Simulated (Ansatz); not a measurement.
Start from SiC (space group P6_3mc, No. 186).

```xyz
8
Lattice="3.0585 0.0000 0.0000 -1.5292 2.6487 0.0000 0.0000 0.0000 10.0120" Properties=species:S:1:pos:R:3 pbc="T T T"
Si     0.0000     0.0000     5.0091
Si     0.0000     0.0000     0.0031
Si     0.0000     1.7658     2.5055
Si     1.5292     0.8829     7.5115
C      0.0000     0.0000     3.1323
C      0.0000     0.0000     8.1383
C      0.0000     1.7658     0.6229
C      1.5292     0.8829     5.6289
```

Cartesian axes are those of the cell as printed.

Level of theory: LDA, PAW, 420 eV (Ansatz, an electronic-structure program; no SOC).

Before the change:

| Quantity | Value |
|---|---|
| Pressure | 0.00 GPa |

Modification: uniaxial strain ε_zz = −3.00 %, all other strain components held at zero, atoms relaxed at fixed cell.

Task: Predict the new pressure and valley order.

Result: The pressure (mean of the normal stresses, compression positive) goes from zero to 7.42 GPa; the valley order (the lowest conduction-band minima on the path, energy above the VBM, named in the base's zone) amounts to M (1/2, 0, 0) 2.00 eV; H (1/3, 1/3, 1/2) 3.18 eV.

The levels and masses belong to the bands next to the band gap. No phonon test of stability was made.
